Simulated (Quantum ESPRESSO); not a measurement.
Density of states of Zr (P6_3/mmc, 4 atoms in the cell).

```xyz
4
Lattice="3.1599 0.0000 0.0000 -1.5799 2.7365 0.0000 0.0000 0.0000 10.1669" Properties=species:S:1:pos:R:3 pbc="T T T"
Zr     0.0000     0.0000     0.0000
Zr     0.0000     0.0000     5.0834
Zr     0.0000     1.8243     2.5417
Zr     1.5799     0.9122     7.6252
```

Computed with PBE, GBRV 1.5 ultrasoft (PBE) pseudopotentials (plane waves; Quantum ESPRESSO).

SCF settings: ecutwfc = 40 Ry; ecutrho = 320 Ry; occupations = smearing; smearing = marzari-vanderbilt; degauss = 0.0036749 Ry; potentials = {Zr: zr_pbe_v1.uspp.F.UPF}; K_POINTS = automatic 12 12 4 0 0 0; conv_thr = 1e-10 Ry. Keys of the DOS step: nscf.calculation = nscf; nscf.verbosity = high; nscf.occupations = tetrahedra_lin; nscf.nbnd = 32; nscf.startingwfc = random; nscf.diago_thr_init = 1e-06; nscf.diagonalization = cg; nscf.K_POINTS = automatic 18 18 6 0 0 0; dos.x.fildos = dos.dat; dos.x.Emin = -15 eV; dos.x.Emax = 30 eV; dos.x.DeltaE = 0.1 eV.

The starting cell was generated: these elements placed on a structure prototype, without a prior relaxation; it need not be a known phase or ordering of this composition. Its lattice was rescaled by a random factor within 2.5 % of one.

Total DOS (both spins), as means of the tabulated values in each energy bin; the zero is the program's Fermi level or highest filled level, and the curve is cut to this window:

```tsv
E (eV)	states/eV/cell
-7.75	0.00
-7.25	0.00
-6.75	0.00
-6.25	0.00
-5.75	0.00
-5.25	0.21
-4.75	0.37
-4.25	0.55
-3.75	0.79
-3.25	1.99
-2.75	4.71
-2.25	4.87
-1.75	4.81
-1.25	4.37
-0.75	4.30
-0.25	5.14
0.25	7.07
```

Around zero the curve holds about 6.6 states/eV/cell.
